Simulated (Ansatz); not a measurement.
H2O on the 1x1 (110) surface of 3C silicon carbide (cut with top plane C + Si), one in a 2x2 cell, started at the site 'top C'

Host crystal: 3C silicon carbide, with a band gap (PBE, scalar-relativistic without spin-orbit coupling).

Calculation: HSE06, at the PBE geometry (plane waves to 420 eV, PAW; Ansatz, a quantum-chemistry and plane-wave program).

Slab: 51 atoms, 7.7 Å thick at the start under the adsorbate (thin: gaps and levels are the slab's own); k 3x2x1, smearing 0.01 eV, dipole-corrected; single point; no symmetry held, on the structure that PBE left; no spin, no spin-orbit, no U, no dispersion correction. At the end it is bonded to C + Si. In PBE it is, or lies within 0.03 eV of, the lowest of the starts that converged; the order may differ at this level.

| Item | Result |
|---|---|
| energy of the end state, in which the adsorbate came apart, against H2O(g) at the same level | -2.94 eV |
| change of the step from the bottom to the top vacuum level, against the clean slab | -0.66 eV |
| height of the binding atom over the mean of the host atoms within 0.3 Å of the top one | 1.477 Å |
| note | in the relaxation the adsorbate left its starting site by 2.8 Å |
| cost | very roughly 60 core-minutes |

A negative adsorption energy means that the adsorbate is more stable on the surface than in its reference.
